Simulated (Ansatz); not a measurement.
The parent structure is MoTe2 (space group Fm-3m, No. 225; a hypothetical phase, not in the database extracts checked).

Space group Fm-3m (No. 225); a = 6.639 Å, b = 6.639 Å, c = 6.639 Å, α = 90.00°, β = 90.00°, γ = 90.00°

```
atom  site  symmetry       x       y       z
----  ----  --------  ------  ------  ------
Mo      4a      m-3m  0.0000  0.0000  0.0000
Te      8c      -43m  0.2500  0.2500  0.2500
```
(The calculation used a cell of 3 atoms; values per cell refer to that cell.)

Calculations: r2SCAN (Ansatz, a program for electronic structure, PAW, no SOC).

One change was made to it. Results:

The density drops by 1.83 g/cm³ (7.97 g/cm³ → 6.14 g/cm³); the shortest interatomic distance goes up by 21.0 pm, from 287.5 pm to 308.5 pm.

### Question
Which of these changes matches the shifts?
(A) Te → S
(B) Mo → Se
(C) Te → Pt

### Answer
B, Mo → Se. For comparison, the density in the other runs: Te → Pt gives 14.79 g/cm³; Te → S gives 5.00 g/cm³.

The magnetic state is the one reached from the starting moments; the real material's order can differ, and small cells can't hold many antiferromagnetic ones. Stability against distortions was not tested. As relaxed here, Te2Se, MoPt2 and MoS2 are hypothetical phases, not in the database extracts checked. Spin-polarised in the final run: MoS2; the other runs are not. MoTe2 has a high density of states at the Fermi level and may be magnetic at this level.
